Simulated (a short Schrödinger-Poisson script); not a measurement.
MOS inversion layer, SiO2 on p-type Si(110)

Stack: MOS inversion layer, SiO2 on p-type Si(110), at 400 K.

```csv
layer,material,thickness (nm),Na (cm⁻³)
1,SiO2,3.7,-
2,Si,980,9.5e16
```

The device is made up for the run: typed textbook-type constants, with dimensions and the other settings drawn at random. SiO2: permittivity 3.9, conduction-band edge (eV) 3.15, gap (eV) 9, electron mass (mₑ) 0.5. Si: permittivity 11.7, conduction-band edge (eV) 0, gap (eV) 1.124, Nv at 300 K (cm⁻³) 3.1e19.

Channel valleys (confinement mass, in-plane density-of-states mass, number): Δ4 0.315, 0.324, 4; Δ2 0.19, 0.417, 2. At the gate the conduction-band edge of layer 1 lies 3.38 eV − eVg above the Fermi level of the channel; the field vanishes at the back. Gaps are held at their typed values at every temperature. Mesh 0.03 nm at interfaces.

From a short Schrödinger-Poisson script (our own, NumPy): 1D Poisson equation in equilibrium, electrons quantum, Hartree (BenDaniel-Duke, 12 states a valley, the channel's in-plane mass for all, wave functions ending at the dielectric), parabolic valleys, classical holes, full ionisation, no traps, pinning or gate leakage.

```csv
Vg (V),electrons (cm⁻²),C (μF/cm²),Δ4 E0 (meV),Δ4 E1 (meV),Δ2 E0 (meV),Δ2 E1 (meV)
-0.15,4.79e6,0.125,551.5,590.7,561.2,607.2
0,1.66e8,0.110,426.2,470.1,437.1,488.5
0.15,6.28e9,0.120,299.1,346.8,310.9,366.9
0.3,1.34e11,0.366,191.8,243.7,204.8,265.4
0.45,5.75e11,0.598,139.5,196.9,154.4,220.0
0.6,1.17e12,0.682,113.0,176.0,130.0,200.3
0.75,1.82e12,0.723,96.0,164.2,114.9,189.4
0.9,2.51e12,0.748,83.4,156.4,104.3,182.4
1.05,3.22e12,0.765,73.4,150.9,96.1,177.6
1.2,3.94e12,0.778,65.2,146.7,89.6,174.0
1.35,4.67e12,0.787,58.1,143.5,84.2,171.2
1.5,5.41e12,0.795,51.8,141.0,79.5,169.1
1.65,6.16e12,0.802,46.3,138.9,75.5,167.4
1.8,6.91e12,0.807,41.2,137.1,72.0,166.0
1.95,7.67e12,0.812,36.6,135.7,68.8,164.8
2.1,8.43e12,0.816,32.4,134.5,66.0,163.8
2.25,9.20e12,0.819,28.4,133.4,63.4,163.0
2.4,9.97e12,0.823,24.7,132.5,61.0,162.3
2.55,1.07e13,0.825,21.2,131.7,58.8,161.7
2.7,1.15e13,0.828,17.9,131.0,56.8,161.2
```

Gate voltages with under 1e6 electrons/cm² are left out.

Subbands count from the Fermi level.
